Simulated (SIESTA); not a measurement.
A self-consistent single point of Cs (Im-3m, 1 atom in the cell) with SIESTA.

Level of theory: GGA PBE with spin-orbit coupling, numerical atomic orbitals DZP, PseudoDojo PBE fully relativistic norm-conserving potentials (rewritten from UPF to PSML) (SIESTA).

```xyz
1
Lattice="-3.1597 3.1597 3.1597 3.1597 -3.1597 3.1597 3.1597 3.1597 -3.1597" Properties=species:S:1:pos:R:3 pbc="T T T"
Cs     0.0000     0.0000     0.0000
```

Reference input (self-consistent single point, DFT, GGA PBE, numerical atomic orbitals DZP, PseudoDojo PBE standard norm-conserving potentials (rewritten from UPF to PSML)): XC.functional = GGA; XC.authors = PBE; potentials = PseudoDojo PBE standard; PAO.BasisSize = DZP; PAO.EnergyShift = 0.005 Ry; MeshCutoff = 300 Ry; kgrid.MonkhorstPack = 6 6 6; OccupationFunction = FD; ElectronicTemperature = 50 meV; MaxSCFIterations = 150; SCF.Mixer.Method = Broyden; SCF.Mixer.Weight = 0.25. This run's input differs from it in these lines:

```diff
@@ -1,2 +1,2 @@
-# files in the folder: Cs.psml (PseudoDojo PBE standard)
+# files in the folder: Cs.psml (PseudoDojo PBE fully relativistic)
 SystemName  Cs
@@ -32,2 +32,6 @@
 ElectronicTemperature        50.0 meV
+Spin                         spin-orbit
+%block DM.InitSpin
+  1 0.00 0.00 0.00
+%endblock DM.InitSpin
```

Output (repeated stretches shortened):

```
        iscf     Eharris(eV)        E_KS(eV)     FreeEng(eV)     dDmax    Ef(eV) dHmax(eV)
   scf:    1     -635.940569     -635.925579     -635.941484  0.126407 -2.247923  1.371219
     spin moment: {S} , |S| = {    0.00000   -0.00000    0.00000 }     0.00000
   scf:    2     -635.965530     -635.943200     -635.959093  0.012031 -2.281122  0.930064
     spin moment: {S} , |S| = {   -0.00000    0.00000    0.00000 }     0.00000
   scf:    3     -635.979566     -635.957548     -635.973420  0.023996 -2.352018  0.015393
     spin moment: {S} , |S| = {   -0.00000    0.00000   -0.00000 }     0.00000
   [... lines left out ...]
     spin moment: {S} , |S| = {    0.00000    0.00000    0.00000 }     0.00000
   scf:    8     -635.957557     -635.957561     -635.973428  0.000026 -2.360196  0.000406
     spin moment: {S} , |S| = {   -0.00000   -0.00000    0.00000 }     0.00000
   scf:    9     -635.957559     -635.957561     -635.973428  0.000012 -2.360386  0.000184
     spin moment: {S} , |S| = {    0.00000    0.00000    0.00000 }     0.00000
   scf:   10     -635.957560     -635.957561     -635.973428  0.000006 -2.360466  0.000090
     spin moment: {S} , |S| = {    0.00000   -0.00000    0.00000 }     0.00000
SCF Convergence by DM+H criterion
max |DM_out - DM_in|         :     0.0000057787
max |H_out - H_in|      (eV) :     0.0000895196
SCF cycle converged after 10 iterations

Using DM_out to compute the final energy and forces

siesta: E_KS(eV) =             -635.9576

siesta: E_KS - E_eggbox =      -635.9576

siesta: Atomic forces (eV/Ang):
     1    0.000000   -0.000000    0.000000
   Tot    0.000000   -0.000000    0.000000
   Max    0.000000
   Res    0.000000    sqrt( Sum f_i^2 / 3N )
   Max    0.000000    constrained

Stress tensor Voigt[x,y,z,yz,xz,xy] (kbar):       -0.05       -0.05       -0.05        0.00        0.00        0.00
(Free)E + p*V (eV/cell)     -635.9692
Target enthalpy (eV/cell)     -635.9734

siesta: Program's energy decomposition (eV):
siesta: Enl(+so)=        87.688353
siesta: Eso(nil)=         0.000000
   [... lines left out ...]
siesta: FreeEng =      -635.973428
siesta: Cell volume =        126.188030 Ang**3
siesta:           0.05414269          0.05414269  kBar
   [... lines left out ...]
    1     Total     9.00000   0.00000      0.000  -0.000   0.000

Total               9.00000   0.00000      0.000  -0.000   0.000

Mulliken Atomic Populations:
Atom #   charge [q] valence [e]           S      Sx [e]      Sy [e]      Sz [e]  Species
     1    -0.000000    9.000000    0.000000    0.000000   -0.000000    0.000000  Cs
 Total    -0.000000                0.000000    0.000000   -0.000000    0.000000
```

The run converged in 10 iterations. Against the reference run the pressure hardly changes (0.03 to 0.01 GPa).

The starting cell comes from a database of computed structures (which also holds hypothetical and non-ambient phases and stackings), without a prior relaxation at this level. Its lattice was rescaled by a random factor within 2.5 % of one. Values carry the incompleteness of an atom-centred basis.
